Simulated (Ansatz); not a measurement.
End structure of a constructed model of the (111)A surface of zinc-blende InSb, In-terminated, 2x2 In adatom at H3 (bottom of the slab: 3 H on 4 bottom sites):

```
CELL_PARAMETERS angstrom
      9.38685     0.00000     0.00000
     -4.69342     8.12925     0.00000
      0.00000     0.00000    31.50000
ATOMIC_POSITIONS crystal
  Sb 0.00342 0.99706 0.31955
  Sb 0.49349 0.99675 0.31962
  Sb 0.00342 0.50635 0.31955
  Sb 0.49997 0.49999 0.29752
  In 0.34824 0.19627 0.34278
  In 0.83318 0.16659 0.34288
  In 0.34824 0.65197 0.34278
  In 0.80422 0.65211 0.34245
  Sb 0.33333 0.16667 0.43380
  Sb 0.83333 0.16667 0.43380
  Sb 0.33333 0.66667 0.43380
  Sb 0.83333 0.66667 0.43380
  In 0.16667 0.33333 0.46421
  In 0.66667 0.33333 0.46421
  In 0.16667 0.83333 0.46421
  In 0.66667 0.83333 0.46421
  Sb 0.16633 0.33316 0.55470
  Sb 0.66425 0.32816 0.55592
  Sb 0.17221 0.83611 0.55584
  Sb 0.66425 0.83609 0.55592
  In 0.99971 0.99962 0.58386
  In 0.50080 0.00040 0.59232
  In 0.99971 0.50008 0.58386
  In 0.50028 0.50014 0.58363
  Sb 0.00617 0.01172 0.67496
  Sb 0.50092 0.00046 0.68758
  Sb 0.00617 0.49445 0.67496
  Sb 0.48833 0.49416 0.67477
  In 0.33044 0.17022 0.71649
  In 0.84096 0.17048 0.71680
  In 0.33044 0.66022 0.71649
  In 0.83337 0.66669 0.68374
  H  0.99809 0.00094 0.26502
  H  0.50348 0.00174 0.26510
  H  0.99809 0.49716 0.26502
  In 0.16829 0.33415 0.76494
```

Slab: 36 atoms, 15.4 Å thick at the start with caps and adatoms; k 3x3x1, smearing 0.025 eV, dipole-corrected; 8 atoms held, the rest relaxed; start symmetry kept, larger cells not searched; no spin (no spin-polarised run to compare, though such a face may carry moments), no spin-orbit, no U. The slab shows no gap over 0.04 eV on its mesh. In PBE it is, or lies within 0.01 eV a 1x1 cell of, the lowest of the 2 structures of its composition computed so far; subsurface sites and larger cells were not tried.

**Question.** Give the work function of the top face at the level Ansatz (a first-principles code) with PBE.

**Answer.** 3.97 eV
